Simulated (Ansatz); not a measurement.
The parent structure is Ba in the bcc (W type) structure (space group Im-3m, No. 229; relaxed with 0.1 eV smearing).

```yaml
crystal:
  lattice:
    - [-2.51206, 2.51206, 2.51206]
    - [2.51206, -2.51206, 2.51206]
    - [2.51206, 2.51206, -2.51206]
  atoms:
    - { symbol: Ba, position: [0.00000, 0.00000, 0.00000] }
```

Method: PBE (Ansatz, a first-principles code, PAW, no SOC).

Strains are applied to the cell and any free atomic positions relax.

One change was made to it. Results:

| quantity | base | after |
|---|---|---|
| pressure | 0.0 GPa | 0.9 GPa |
| energy relative to the base (free energy F) | 0 meV/atom | +15 meV/atom |
| band gap | zero | zero |

Problem. What was done to the base?
(A) isotropic strain −3.00 %
(B) isotropic strain −1.50 %
(C) isotropic strain +1.00 %

Solution. A, isotropic strain −3.00 %. For comparison, the energy relative to the base in the other runs: isotropic strain −1.50 % gives +3.6 meV/atom; isotropic strain +1.00 % gives +1.5 meV/atom.

Whether these cells are dynamically stable was not tested.
